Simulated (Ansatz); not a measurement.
# A computed series for Be: pressure series

Consider Be in the hcp (Mg type) structure (space group P6_3/mmc, No. 194).

Space group P6₃/mmc (No. 194); a = 2.2637 Å, b = 2.2637 Å, c = 3.5639 Å, α = 90.00°, β = 90.00°, γ = 120.00°

```tsv
atom	site	symmetry	x	y	z
Be	2d	-6m2	0.6667	0.3333	0.2500
```

Cell and atoms are relaxed at each pressure.

The values are results of r2SCAN (Ansatz, a first-principles code, PAW, no SOC), not measurements.

Two rows of this table had their results exchanged by mistake.

```
pressure          volume per atom (Å³)  shortest distance (Å)  band gap
----------------  --------------------  ---------------------  --------
pressure −2 GPa                   8.04                  2.222      zero
pressure −1 GPa                   7.97                  2.216      zero
pressure 0.3 GPa                  7.89                  2.208      zero
pressure 0.7 GPa                  7.86                  2.206      zero
pressure 1.5 GPa                  7.36                  2.160      zero
pressure 3 GPa                    7.73                  2.194      zero
pressure 5 GPa                    7.61                  2.183      zero
pressure 7.5 GPa                  7.48                  2.171      zero
pressure 10 GPa                   7.82                  2.201      zero
```

Q: Which two?

A: The rows for pressure 1.5 GPa and pressure 10 GPa: the volume has to fall steadily with pressure, so 7.82 Å³ belongs to pressure 1.5 GPa and 7.36 Å³ to pressure 10 GPa.

Load acts through the strain it causes; cell and atoms are relaxed under it. No phonon test of stability was made. Competing high-pressure phases were not computed.
